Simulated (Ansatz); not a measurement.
Consider WC (space group P-6m2, No. 187; a = 2.8843 Å, c = 2.8115 Å; relaxed with 0.1 eV smearing). Axes: x lies along a and z along c of the hexagonal cell.

The values are results of LDA, PAW, 420 eV (Ansatz, a program for electronic structure; no SOC), not measurements.

Strains are applied to the cell and any free atomic positions relax.

One change was made to it. Results:

```tsv
quantity	base	after
energy relative to the base (free energy F)	0 meV/atom	+3.3 meV/atom
pressure (mean of the normal stresses, compression positive)	0.0 GPa	4.9 GPa
```

Which change produced these results?
A) uniaxial strain ε_zz = −2.50 %
B) uniaxial strain ε_zz = −1.00 %
C) uniaxial strain ε_zz = +2.50 %

B, uniaxial strain ε_zz = −1.00 %. For comparison, the energy relative to the base in the other runs: uniaxial strain ε_zz = +2.50 % gives +19 meV/atom; uniaxial strain ε_zz = −2.50 % gives +21 meV/atom.

Stability against distortions was not tested. All final runs are without spin polarisation.
